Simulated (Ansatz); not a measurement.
CsSnI3: tensor shear ε_yz = −1.15 %

Base system: CsSnI3 in the cubic perovskite structure (space group Pm-3m, No. 221; a = 6.224 Å). Axes: x, y, z lie along the cube axes.

Now apply this change: tensor shear ε_yz = −1.15 % (engineering shear γ = -0.0230), atoms relaxed at fixed cell.

All numbers come from r2SCAN (Ansatz, a quantum-chemistry and plane-wave program; PAW; 500 eV plane waves; without spin-orbit coupling). Γ-centred 6×6×6 mesh, Fermi–Dirac width 0.05 eV.

- Space group = Cmmm (No. 65) (base Pm-3m (No. 221))
- Shortest interatomic distance = 5.881 bohr (base 5.881 bohr)
- Energy relative to the base (free energy F) = +0.4 meV/atom
- Pressure (mean of the normal stresses, compression positive) = 0.00 GPa (base 0.00 GPa)
- Band gap = 0.44 eV (base 0.46 eV)
- Gap character = direct at T
- Hole mass = 0.043 mₑ (at R) (base 0.042 mₑ (at R))
- Valley order (the lowest conduction-band minima on the path, energy above the VBM, named in the base's zone) = R along [111] 0.44 eV; M along [110] 0.89 eV (base R along ⟨111⟩ 0.46 eV)
- Stress (xx, yy, zz, yz, xz, xy; compression positive) = (0.00, 0.00, 0.00, 0.12, 0.00, 0.00) GPa

Cost of the whole job for the changed cell (relaxation, final SCF and bands): about 5 core-minutes (a rough figure).

With I present, leaving out spin-orbit coupling can change the band edges. The cells carry an imposed strain or load. Effective masses come from finite differences of ±0.01 Å⁻¹. No phonon test of stability was made. Many cubic perovskites are stable only at high temperature; tilts and polar distortions were not tested. k-point labels follow each cell's own Brillouin zone.
